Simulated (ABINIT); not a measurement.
**Pressure against volume in rock-salt CaSe (space group 225) (ABINIT, PBE)**

```
CaSe
1.0
    0.00000     2.90737     2.90737
    2.90737     0.00000     2.90737
    2.90737     2.90737     0.00000
Ca Se
1 1
Cartesian
  0.00000   0.00000   0.00000
  2.90737   2.90737   2.90737
```

Method of the run: PBE, norm-conserving pseudopotentials (PseudoDojo nc-sr-05 PBE standard) (plane waves; ABINIT). Settings: pseudos = [Ca.upf, Se.upf]; ecut = 1524 eV; occopt = 3; tsmear = 0.00036749 Ha; ngkpt = 10 10 10; nshiftk = 1; shiftk = 0 0 0; potentials = PseudoDojo nc-sr-05 PBE standard; nband = 18; kptopt = 1; nstep = 60; tolvrs = 1e-11. The cell above is the first row's. The rows scale it uniformly. In all rows fractional positions and the k mesh are held.

```
V (Å^3/atom)  P (GPa)
------------  -------
24.575           4.01
25.110           2.69
25.644           1.51
26.178           0.44
26.712          -0.52
27.247          -1.39
27.781          -2.18
28.315          -2.88
28.849              ?
```

The 8 complete rows are fitted with a cubic, P against V. With u = V - 26.4, the rows have u = -1.8250, -1.2900, -0.7560, -0.2220, 0.3120, 0.8470, 1.3810, 1.9150. Least squares gives P = 0.028 - 1.8183·u + 0.1779·u² - 0.01146·u³. Residuals (row less fit): 0.001, -0.004, 0.001, -0.001, 0.002, 0.001, -0.006, 0.002; standard error 0.004 (degrees of freedom: 4). The fitted pressure is zero at V0 = 26.42, where dP/dV = -1.813, so B0 = -V0·dP/dV = 47.9 GPa.

Question: Predict the withheld P at V = 28.849 from the fit, and compare with the calculation.

Answer: u = 2.4490, so P = 0.028 - 1.8183 × 2.4490 + 0.1779 × 2.4490² - 0.01146 × 2.4490³ = -3.526 GPa. The calculation gives -3.52 GPa, 0.006 GPa above the prediction (0.1 % of the range of P in the table). The row lies outside the fitted rows, so this is an extrapolation. From the scatter of the fitted rows alone, a prediction at this place has a standard error of 0.011 GPa, so the miss is 0.5 times that.

Carrying the step between the two nearest rows on in a straight line would have given -3.58, off by 0.06; series whose last step already gives the withheld value aren't shown. The scan was laid around a cell of about the measured size, scaled by a guess for this functional. The runs keep the symmetry of the cell, so they don't test it for distortions. Cutoffs and mesh are single choices, not tested for convergence of this quantity. Series with a scatter that would blur these digits, or in which a gap closes, are not shown.
